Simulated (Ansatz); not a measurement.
System: CaC₆ (R-3m, No. 166, 7 atoms in the cell). Method: RPBE in Ansatz (plane waves, PAW).

Run with plane-wave cutoff 520 eV, 16×16×16 k mesh, Fermi–Dirac smearing 0.05 eV, scalar-relativistic PAW data made under PBE.

Energies at three volumes about the minimum:

```
V (Å³/atom)  E − E_lowest (meV/atom)
-----------  -----------------------
10.564                          1.23
10.779                          0.00
10.995                          1.11
```

### Question
Fit a parabola by hand: where is the minimum, and what is the bulk modulus?

### Answer
Slopes: (0.00 − 1.23)/(10.779 − 10.564) = -5.721 and (1.11 − 0.00)/(10.995 − 10.779) = 5.139 meV/Å³. Curvature E″ = 2 × (5.139 − (-5.721))/(10.995 − 10.564) = 50.394 meV/Å⁶. From the middle of the first interval, the slope vanishes at V0 = 10.6715 − (-5.721)/50.394 = 10.785 Å³/atom. B = V0 E″ = 10.785 × 50.394 meV/Å³ × 0.1602 GPa per meV/Å³ = 87.1 GPa. The full Birch–Murnaghan fit to all volumes gives V0 = 10.777 Å³/atom and B0 = 85.3 GPa.

Shape and atoms are relaxed at each volume.

Note: the relaxation could not lower the start's symmetry, so the cell can be a saddle point above a distorted one; the bulk modulus comes from volumes at which shape and atoms were relaxed.

Ansatz is an electronic-structure program.
